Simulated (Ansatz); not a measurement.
**ZrSi2 under a change: pressure 4.5 GPa**

Take ZrSi₂ (space group Cmcm, No. 63; a = 3.675 Å, b = 14.567 Å, c = 3.656 Å) as the base.

It is then changed as follows: cell and atoms relaxed at a pressure of 4.5 GPa.

Level of theory: DFT with PBEsol, PAW potentials and a 420 eV plane-wave cutoff in Ansatz (a quantum-chemistry and plane-wave program), no spin-orbit coupling. Γ-centred 13×13×13 mesh, Fermi–Dirac width 0.05 eV.

The volume per atom shrinks by 0.51 Å³, from 16.31 Å³ to 15.80 Å³ and the shortest interatomic distance shrinks by 0.011 Å, from 2.412 Å to 2.401 Å. The enthalpy H = E + PV relative to the base's energy comes out as +0.45 eV/atom and the band gap stays zero.

Final structure:

```xyz
6
Lattice="1.8214 -7.1718 0.0000 1.8214 7.1718 0.0000 0.0000 0.0000 3.6282" Properties=species:S:1:pos:R:3 pbc="T T T"
Si     1.8214    -6.3855     2.7211
Si     1.8214     6.3855     0.9070
Si     1.8214     3.5877     2.7211
Si     1.8214    -3.5877     0.9070
Zr     1.8214    -1.4944     2.7211
Zr     1.8214     1.4944     0.9070
```

Load acts through the strain it causes; cell and atoms are relaxed under it. No phonon test of stability was made. The final runs are not spin-polarised.
